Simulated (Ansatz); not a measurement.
Density of states of MgB2 (Fddd, 6 atoms in the cell).

```
CELL_PARAMETERS angstrom
      0.00000     3.79386     3.92392
      2.20277     0.00000     3.92392
      2.20277     3.79386     0.00000
ATOMIC_POSITIONS crystal
  B  0.66350 0.33650 0.66350
  B  0.33650 0.66350 0.33650
  B  0.58650 0.91350 0.58650
  B  0.91350 0.58650 0.91350
  Mg 0.00000 0.00000 0.00000
  Mg 0.25000 0.25000 0.25000
```

Computed with PBE, harder PAW files (source: ansatz) (plane waves; Ansatz, a program for electronic structure).

SCF settings: basis.ecutwfc = 710 eV; kpoints.mp_grid.grid = 10 10 10; hamiltonian.xc = pbe; hamiltonian.pseudopotentials = {kind: paw, source: ansatz}; scf.occupations.method = cold; scf.occupations.width = 0.1 eV. Keys of the DOS step: output.dos.nscf_kmesh.grid = 15 15 15; output.dos.method = {smearing: {sigma: 0.3}} eV.

The starting cell was generated: these elements placed on a structure prototype, without a prior relaxation; it need not be a known phase or ordering of this composition.

Total DOS (both spins), as means of the tabulated values in each energy bin; the zero is the program's Fermi level or highest filled level, and the curve is cut to this window:

```
E (eV) | states/eV/cell
    -7.88 | ############## 1.04
    -7.62 | ############### 1.09
    -7.38 | ################# 1.24
    -7.12 | ################## 1.31
    -6.88 | ################## 1.30
    -6.62 | ################## 1.28
    -6.38 | ################# 1.26
    -6.12 | ################# 1.26
    -5.88 | ################# 1.25
    -5.62 | ################## 1.27
    -5.38 | ################## 1.32
    -5.12 | #################### 1.42
    -4.88 | ###################### 1.56
    -4.62 | ###################### 1.60
    -4.38 | ####################### 1.68
    -4.12 | ######################## 1.71
    -3.88 | ####################### 1.68
    -3.62 | ####################### 1.69
    -3.38 | ######################## 1.76
    -3.12 | ########################## 1.86
    -2.88 | ########################### 1.93
    -2.62 | ########################### 1.94
    -2.38 | ########################### 1.97
    -2.12 | ########################### 1.98
    -1.88 | ############################ 2.02
    -1.62 | ############################## 2.17
    -1.38 | ############################## 2.14
    -1.12 | ############################ 2.01
    -0.88 | ########################### 1.98
    -0.62 | ########################### 1.94
    -0.38 | ########################### 1.94
    -0.12 | ############################ 2.02
     0.12 | ############################# 2.09
     0.38 | ############################# 2.07
     0.62 | ############################# 2.10
     0.88 | ############################## 2.16
```

Around zero the curve holds about 2.1 states/eV/cell.

Keys are those of Ansatz 0.2.
